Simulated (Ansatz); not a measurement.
Here is the system:

```yaml
crystal:
  lattice:
    - [0.00000, 2.95361, 2.95361]
    - [2.95361, 0.00000, 2.95361]
    - [2.95361, 2.95361, 0.00000]
  atoms:
    - { symbol: In, position: [0.00000, 0.00000, 0.00000] }
    - { symbol: P, position: [0.25000, 0.25000, 0.25000] }
```

The numbers are results of r2SCAN with spin-orbit coupling, rigid bands (plane waves, PAW; Ansatz, a program for electronic structure), not measurements. Cell: cell and atoms relaxed with r2SCAN.

Question: What conductivity effective mass do dilute electrons have at 300 K?

Answer: 0.084 mₑ.

Question: Predict the hole conductivity mass (n e² τ/σ) at 300 K, by direction if it differs.

Answer: 0.57 mₑ.

Question: And the band gap?

Answer: 1.00 eV at this level; semilocal functionals usually fall short of the measured gap.

Rigid bands, one relaxation time for all states, no polarons.
